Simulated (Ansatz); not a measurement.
# How far PBE and PBEsol part for hypothetical I-43d Si3P4

The parent structure is Si$_{3}$P$_{4}$ (space group I-43d, No. 220; a = 8.083 Å; a hypothetical phase, not in the database extracts checked).

(Cell as relaxed with PBE.)

Levels (all Ansatz, an electronic-structure program, PAW): PBE (420 eV, scalar-relativistic without spin-orbit coupling); PBEsol (420 eV, no spin-orbit coupling).

Each level relaxes its own structure.

```
quantity                  PBE    PBEsol
-------------------  --------  --------
volume per atom      18.86 Å³  17.98 Å³
lattice parameter a   8.083 Å   7.956 Å
band gap                 zero      zero
```

PBE's volume per atom lies 0.874 Å³ above PBEsol's (4.9 %); PBE's lattice parameter a lies 0.127 Å above PBEsol's (1.6 %); the two agree on the band gap. Neither level is exact; PBEsol is the comparison here, not a measurement.

Whether these cells are dynamically stable was not tested. All final runs are without spin polarisation. The zero or small gap of Si3P4 can change with the level of theory.
